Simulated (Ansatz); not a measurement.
BaScO2F (P4/mmm, No. 123, 5 atoms in the cell; start mp-1227813) was calculated with r²SCAN in Ansatz (plane waves, PAW).

Run with plane-wave cutoff 560 eV, 8×8×8 k mesh, Fermi–Dirac smearing 0.01 eV, scalar-relativistic PAW data made under PBE.

Cell (relaxed at this level):

```
BaScFO2
1.0
    4.16393     0.00000     0.00000
    0.00000     4.16393     0.00000
    0.00000     0.00000     4.16055
Ba Sc O F
1 1 2 1
Direct
  0.50000   0.50000   0.50000
  0.00000   0.00000   0.00000
  0.50000   0.00000   0.00000
  0.00000   0.50000   0.00000
  0.00000   0.00000   0.50000
```

**Question.** Predict the band gap and smallest direct gap on the k points sampled.

**Answer.** 
- band gap = 3.62 eV
- smallest direct gap on the k points sampled = 3.99 eV

Spin–orbit coupling is not included.

Computed values are for the static lattice.

A start named mp-… is a Materials Project structure, which need not be a measured phase.

Ansatz is a first-principles code.
